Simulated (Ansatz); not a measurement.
We consider Ag2O3 (Fdd2, No. 43), described by r²SCAN+rVV10 (plane waves, PAW; Ansatz, an electronic-structure program).

Settings: plane-wave cutoff 500 eV, 12×12×12 k mesh, Fermi–Dirac smearing 0.05 eV, no spin polarisation, scalar-relativistic PAW data made under PBE.

Cell (relaxed at this level):

```
Ag2O3
1.0
    0.00000     6.45286     1.81035
    5.23943     0.00000     1.81035
    5.23943     6.45286     0.00000
Ag O
4 6
Direct
  0.82225   0.17966   0.58453
  0.17966   0.82225   0.41356
  0.83644   0.66547   0.07034
  0.66547   0.83644   0.42775
  0.32014   0.94980   0.51510
  0.94980   0.32014   0.21496
  0.03504   0.73490   0.30020
  0.73490   0.03504   0.92986
  0.40640   0.40640   0.59360
  0.65640   0.65640   0.84360
```

### Question
Estimate the band gap that the calculation returns.

### Answer

* **band gap**: 0.73 eV (on the SCF k mesh)

Spin–orbit coupling is not included.

Computed values are for the static lattice.

Cost on a shared machine: very roughly 30 core-minutes.
